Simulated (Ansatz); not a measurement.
Base system: WS2 in the 2H-MoS2 type structure (space group P6_3/mmc, No. 194; a = 3.1148 Å, c = 11.7731 Å; layered, stacked along the Cartesian z axis).

Levels (all Ansatz, a program for electronic structure, PAW): PBEsol-D3(BJ) (420 eV, spin-orbit coupling left out); r2SCAN (500 eV, without spin-orbit coupling).

Its gap is 0.65 eV with PBEsol-D3(BJ) and 0.81 eV with r2SCAN.

Perturbation: cell and atoms relaxed at a pressure of 9 GPa.

With PBEsol-D3(BJ) the gap becomes 0.26 eV.

### Question
If the r2SCAN correction stayed the same, what would the r2SCAN gap be, and what does the r2SCAN run give?

### Answer
A rigid correction of +0.16 eV gives 0.42 eV. The r2SCAN run gives 0.41 eV, so the two effects roughly add.

Single points use the geometry relaxed with PBEsol-D3(BJ). With W present, leaving out spin-orbit coupling can change the band edges. Load acts through the strain it causes; cell and atoms are relaxed under it. No phonon test of stability was made. No other phases were tried under pressure. The zero or small gap of WS2 under pressure 9 GPa can change with the level of theory.
